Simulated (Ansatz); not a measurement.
Li on the 1x1 (0001) surface of hcp Co, ferromagnetic, one in a 2x2 cell, energies for each (21.5 Å²). Energies are against an atom of bcc Li, without zero-point or thermal terms; each row is named by its start. No converged result for: 1 more start.

Calculation: PBE (plane waves to 420 eV, PAW; Ansatz, a first-principles code).

Model: 17-atom slab, 6.0 Å thick at the start under the adsorbate (thin: gaps and levels are the slab's own), 7x7x1 mesh, Fermi-Dirac 0.1 eV, dipole correction, 8 atoms held, the rest relaxed; each run with such symmetry as its start has; spin-polarised, no spin-orbit, no U, no dispersion correction.

A negative adsorption energy means that the adsorbate is more stable on the surface than in its reference. Heights count from the host atoms within 0.3 Å of the top one.

| starting site | E_ads (eV) | height (Å) | nearest host atom (Å) | bonded to | Δ work function (eV) | lateral drift (Å) | moment (μB) |
|---|---|---|---|---|---|---|---|
| top Co | -0.59 | ? | Co 2.26 | Co | -3.01 | 0.0 | 26.5 |
| hollow Co-Co-Co | -0.69 | 2.07 | Co 2.54 | 3 Co | -2.92 | 0.0 | 26.5 |
| hollow Co-Co-Co over Co at depth 2.0 Å | -0.68 | 2.07 | Co 2.55 | 3 Co | -2.92 | 0.0 | 26.5 |

Question: Some entries are withheld; supply them.

Answer: 
- top Co, height (Å): 2.12
